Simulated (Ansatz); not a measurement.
Al2O3 (Cmc2₁, No. 36, 10 atoms in the cell; start mp-754401; a measured phase of this formula has another space group) was calculated with PBEsol in Ansatz (plane waves, PAW).

Input:

Ansatz 0.2 input:
```yaml
crystal:
  lattice:
    - [4.8529694891, -2.7651430991, 0.0]
    - [4.8529694891, 2.7651430991, 0.0]
    - [0.0, 0.0, 4.9411847501]
  atoms:
    - { symbol: Al, position: [0.9926014602, 0.6717576631, 0.4312389042] }
    - { symbol: Al, position: [0.0073985398, 0.3282423369, 0.9312389042] }
    - { symbol: Al, position: [0.3282423369, 0.0073985398, 0.4312389042] }
    - { symbol: Al, position: [0.6717576631, 0.9926014602, 0.9312389042] }
    - { symbol: O, position: [0.781288214, 0.218711786, 0.9911424826] }
    - { symbol: O, position: [0.218711786, 0.781288214, 0.4911424826] }
    - { symbol: O, position: [0.8983968419, 0.658810027, 0.0870548546] }
    - { symbol: O, position: [0.1016031581, 0.341189973, 0.5870548546] }
    - { symbol: O, position: [0.341189973, 0.1016031581, 0.0870548546] }
    - { symbol: O, position: [0.658810027, 0.8983968419, 0.5870548546] }
basis:
  ecutwfc: 520
  ecutrho_ratio: 4
  xc_grid: 2
kpoints:
  mp_grid: { grid: [8, 8, 8] }
  band_path:
    path:
      - [0.0, 0.0, 0.0]
      - [0.083333, 0.083333, 0.0]
      - [0.166667, 0.166667, 0.0]
      - [0.25, 0.25, 0.0]
      - [0.333333, 0.333333, 0.0]
      - [0.416667, 0.416667, 0.0]
      - [0.5, 0.5, 0.0]
      - [0.443721, 0.556279, 0.0]
      - [0.387442, 0.612558, 0.0]
      - [0.331163, 0.668837, 0.0]
      - [-0.331163, 0.331163, 0.0]
      - [-0.283854, 0.283854, 0.0]
      - [-0.236545, 0.236545, 0.0]
      - [-0.189236, 0.189236, 0.0]
      - [-0.141927, 0.141927, 0.0]
      - [-0.094618, 0.094618, 0.0]
      - [-0.047309, 0.047309, 0.0]
      - [0.0, 0.0, 0.083333]
      - [0.0, 0.0, 0.166667]
      - [0.0, 0.0, 0.25]
      - [0.0, 0.0, 0.333333]
      - [0.0, 0.0, 0.416667]
      - [0.0, 0.0, 0.5]
      - [-0.047309, 0.047309, 0.5]
      - [-0.094618, 0.094618, 0.5]
      - [-0.141927, 0.141927, 0.5]
      - [-0.189236, 0.189236, 0.5]
      - [-0.236545, 0.236545, 0.5]
      - [-0.283854, 0.283854, 0.5]
      - [-0.331163, 0.331163, 0.5]
      - [0.331163, 0.668837, 0.5]
      - [0.387442, 0.612558, 0.5]
      - [0.443721, 0.556279, 0.5]
      - [0.5, 0.5, 0.5]
      - [0.5, 0.5, 0.416667]
      - [0.5, 0.5, 0.333333]
      - [0.5, 0.5, 0.25]
      - [0.5, 0.5, 0.166667]
      - [0.5, 0.5, 0.083333]
      - [0.0, 0.083333, 0.0]
      - [0.0, 0.166667, 0.0]
      - [0.0, 0.25, 0.0]
      - [0.0, 0.333333, 0.0]
      - [0.0, 0.416667, 0.0]
      - [0.0, 0.5, 0.0]
      - [0.0, 0.5, 0.083333]
      - [0.0, 0.5, 0.166667]
      - [0.0, 0.5, 0.25]
      - [0.0, 0.5, 0.333333]
      - [0.0, 0.5, 0.416667]
      - [0.0, 0.5, 0.5]
      - [0.0, 0.416667, 0.5]
      - [0.0, 0.333333, 0.5]
      - [0.0, 0.25, 0.5]
      - [0.0, 0.166667, 0.5]
      - [0.0, 0.083333, 0.5]
      - [0.083333, 0.083333, 0.5]
      - [0.166667, 0.166667, 0.5]
      - [0.25, 0.25, 0.5]
      - [0.333333, 0.333333, 0.5]
      - [0.416667, 0.416667, 0.5]
    npoints: 1
hamiltonian:
  xc: pbesol
  dispersion: none
  pseudopotentials: { kind: paw }
scf:
  occupations: { method: fermi_dirac, width: 0.01 }
  convergence: { dr2_threshold: 0.000000001 }
output:
  forces: true
  stress: true
  eigenvalues: true
  write_bands: true
```

Output (set-up and result lines):

```
Crystal: 10 atoms, lattice volume = 132.613 Å³
Basis set: ecut = 520 eV, 3571 PW (Γ), exchange–correlation on 90×90×80 points (8 copies of the dense FFT grid, shifted against one another)
Bands: 34, of which v1, the nominal top of the filled ones, is band 24 counted from 1 (23 counted from 0)
Symmetry: 4 space group operations
Space group: Cmc21 (ITA 36), of the structure as read, at distance tolerance 5.1e-5 Å
k-points: 105 of 512 (time reversal used)
Functional: x = pbesol(κ = 0.804, μ = 0.12345679012345678), c = pbesol(β = 0.046)
SCF iter   1: F=—  HF=-5477.582080 eV  |F-HF|=—  |Δ(HF+E_count)|=         —  Δρ=1.10e-2  dr2=1.32e-1
SCF iter   2: F=—  HF=-5477.544709 eV  |F-HF|=—  |Δ(HF+E_count)|=   3.74e-2  Δρ=2.08e-3  dr2=2.30e-3
  ...
SCF iter   8: F=—  HF=-5477.545686 eV  |F-HF|=—  |Δ(HF+E_count)|=   7.93e-8  Δρ=1.39e-6  dr2=1.97e-9
SCF iter   9: F=-5477.545686 eV  HF=-5477.545686 eV  |F-HF|=2.82e-11  |Δ(HF+E_count)|=   2.80e-9  Δρ=1.96e-7  dr2=5.42e-11
SCF 1 converged in 9 iterations: F = -5477.545686 eV  dr2 = 5.42e-11
SCF converged after 9 iterations
Free energy (F): -5477.545686 eV
Internal energy: -5477.545686 eV  (E = F + TS)
E sigma→0 (E₀):  -5477.545686 eV
Fermi energy:    4.605763 eV
--- Forces (eV/Å), atoms counted from 1 ---
  atom   1  Al     0.00223244     0.00059007    -0.00022814
  atom   2  Al    -0.00223244    -0.00059007    -0.00022814
  atom   3  Al    -0.00223244     0.00059007    -0.00022814
  atom   4  Al     0.00223244    -0.00059007    -0.00022814
  atom   5  O     -0.00000000    -0.00009040    -0.00080864
  atom   6  O      0.00000000     0.00009040    -0.00080864
  atom   7  O      0.00046360    -0.00003743     0.00063237
  atom   8  O     -0.00046360     0.00003743     0.00063237
  atom   9  O     -0.00046360    -0.00003743     0.00063237
  atom  10  O      0.00046360     0.00003743     0.00063237
--- Stress (GPa, compression-positive) ---
       -0.010145       0.000000       0.000000
        0.000000       0.008218      -0.000000
        0.000000      -0.000000      -0.007454
  P = ⅓ Tr σ = -0.0031 GPa (-0.031 kbar)
```

The PAW data were made under PBE.

It cost roughly 40 core-seconds of CPU time.

A start named mp-… is a Materials Project structure, which need not be a measured phase.

Ansatz is a program for electronic structure.
